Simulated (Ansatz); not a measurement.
Input:

```
NaI
1.0
    4.56802     0.00000     0.00000
    0.00000     4.56802     0.00000
    0.00000     0.00000    15.00000
I Na
1 1
Direct
  0.25000   0.75000   0.50000
  0.75000   0.25000   0.50000
```

No spin polarisation.

Computed with r2SCAN (Ansatz, a quantum-chemistry and plane-wave program; PAW; 500 eV plane waves; no SOC). Γ-centred 7×7×1 mesh, Fermi–Dirac width 0.05 eV. The cell is a slab with vacuum along z.

Task: Predict the band gap and layer's space group.

Result: 
- Band gap: 4.49 eV
- Layer's space group (with vacuum): P4/mmm (No. 123)

With I present, leaving out spin-orbit coupling can change the band edges. Stability against distortions was not tested. The cell was made from NaI in the rock salt structure (space group Fm-3m, No. 225) by this change: a free-standing slab of 1 layer (2 atoms, 2 a layer) is cut normal to the z axis, with 15 Å of vacuum and the in-plane cell held at bulk; forces were under the threshold from the start, so the atoms kept their bulk positions.
